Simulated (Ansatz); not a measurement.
Base system: CaO in the rock salt structure (space group Fm-3m, No. 225; a = 4.831 Å).

Level of theory: PBE (Ansatz, a program for electronic structure), no spin-orbit coupling.

Before the change:

Pressure: 0.01 GPa
Gap character: indirect, Γ → X
Width of the top valence band: 1.16 eV
Electron mass: 1.4 mₑ along k, 0.44 mₑ across (at X)

It is then changed as follows: the cell is scaled by 1.0480 in all directions, atoms relaxed at fixed cell.

Problem. Predict the new pressure.

Solution. The pressure decreases by 10.935 GPa to -10.93 GPa.

Problem. Estimate the effect on the gap character.

Solution. The gap character becomes direct at Γ (base: indirect, Γ → X).

Problem. How does this affect the width of the top valence band?

Solution. The width of the top valence band decreases by 0.14 eV, from 1.16 eV to 1.02 eV.

Problem. Estimate the effect on the electron mass.

Solution. The electron mass goes from 1.4 mₑ along k, 0.44 mₑ across (at X) to 0.36 mₑ (at Γ).

The cells carry an imposed strain or load. Effective masses come from finite differences of ±0.01 Å⁻¹. Along k means along the line from Γ to the band edge. Stability against distortions was not tested.
